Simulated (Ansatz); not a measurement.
Take GaP in the zinc blende structure (space group F-43m, No. 216; a = 5.4513 Å) as the base. Axes: x, y, z lie along the cube axes.

Calculations: DFT with r2SCAN, PAW potentials and a 500 eV plane-wave cutoff in Ansatz (a program for electronic structure), without spin-orbit coupling.

Before the change:

* **Band gap**: 1.85 eV
* **Valence-band top at Γ**: 0.00, 0.00, 0.00 eV
* **Pressure**: 0.00 GPa

Perturbation: biaxial strain −0.50 %, plane normal [001], relaxed out of plane (Cartesian); in-plane vectors clamped, the third vector and the atoms free.

What does the calculation give for the out-of-plane strain after the change?

The out-of-plane strain amounts to +0.43 %.

What happens to the band gap?

The band gap decreases by 0.06 eV to 1.79 eV.

How does this affect the valence-band top at Γ?

The valence-band top at Γ (three highest levels, from the VBM) changes from 0.00, 0.00, 0.00 eV to 0.00, 0.00, -0.06 eV.

Predict the new pressure.

The pressure (mean of the normal stresses, compression positive) goes from zero to 0.52 GPa.

What does the calculation give for the energy relative to the base after the change?

The energy increases by 0.5 meV/atom.

Stability against distortions was not tested.
